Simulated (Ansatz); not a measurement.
# Electron-phonon data for IrO$_{2}$ (P4_2/mnm)

Consider the following.

```xyz
6
Lattice="4.4714 0.0000 0.0000 0.0000 4.4714 0.0000 0.0000 0.0000 3.1535" Properties=species:S:1:pos:R:3 pbc="T T T"
Ir     2.2357     2.2357     1.5767
Ir     0.0000     0.0000     0.0000
O      3.0907     3.0907     0.0000
O      1.3807     1.3807     0.0000
O      3.6164     0.8550     1.5767
O      0.8550     3.6164     1.5767
```

Method: PBEsol, DFPT electron-phonon coupling, linearised Boltzmann equation (plane waves, PAW, scalar-relativistic; Ansatz, a program for electronic structure). How the cell was made: relaxed with this functional, without spin-orbit coupling.

resistivity at 300 K: 7.0 (x), 7.0 (y), 11.3 (z) μΩ·cm
resistivity at 77 K: 0.34 (x), 0.34 (y), 0.51 (z) μΩ·cm
electron mean free path at 300 K (weighted by the current that each state carries): 17.3 (x), 17.3 (y), 14.2 (z) nm
electron-phonon coupling λ: 0.156
transport coupling λ_tr: 0.170 (x), 0.170 (y), 0.161 (z)
logarithmic mean phonon energy: 47 meV
density of states at the Fermi level: 1.39 states/(eV·spin·cell)
Drude plasma energy: 4.3 (x), 4.3 (y), 3.3 (z) eV
Tc for μ* = 0.10 (anisotropic Eliashberg): below 1 K
Tc for μ* = 0.13 (anisotropic Eliashberg): below 1 K

A metal at this level (no band gap). Only scattering by harmonic phonons is included (no impurities, grain boundaries, electron-electron scattering or thermal expansion). Spin-orbit coupling is left out, which matters with elements this heavy. The run warned that the eigensolver left some states short of its tolerance. Halving the electron mesh (20x20x28) moves the resistivity by up to 3 % at 300 K, the mean free path by up to 3 %, the coupling by up to 2 %. Smearing 0.20 eV; phonons on a 3x3x4 q mesh, which this run doesn't test and which matters most at low temperature. Tc comes from the anisotropic Migdal-Eliashberg equations with μ*, a chosen number, referred to 63 meV.
